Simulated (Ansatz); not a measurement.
## Sn4Au (space group Ccce, No. 68; a cell from a computed database, its experimental status unchecked)

```
Sn4Au
1.0
    3.26123    -5.88005     0.00000
    3.26123     5.88005     0.00000
    0.00000     0.00000     6.48971
Sn Au
8 2
Cartesian
  2.19627  -1.53673   5.40621
  4.32618   1.53673   5.40621
  2.19627   1.53673   1.08351
  4.32618  -1.53673   1.08351
  1.06495   1.53673   4.32837
  5.45750  -1.53673   4.32837
  1.06495  -1.53673   2.16135
  5.45750   1.53673   2.16135
  0.00000   0.00000   0.00000
  3.26123   0.00000   3.24486
```

The values are results of PBEsol (Ansatz, a quantum-chemistry and plane-wave program; PAW; 420 eV plane waves; scalar-relativistic without spin-orbit coupling), not measurements. Γ-centred 8×8×7 mesh, Fermi–Dirac width 0.05 eV.

```json
{
  "volume_per_atom": "24.89 Å³",
  "density": "8.96 g/cm³",
  "band_gap": "zero",
  "total_energy": "-7361.350 eV/atom (σ→0; compares only within this code and set-up)"
}
```

Stability against distortions was not tested.
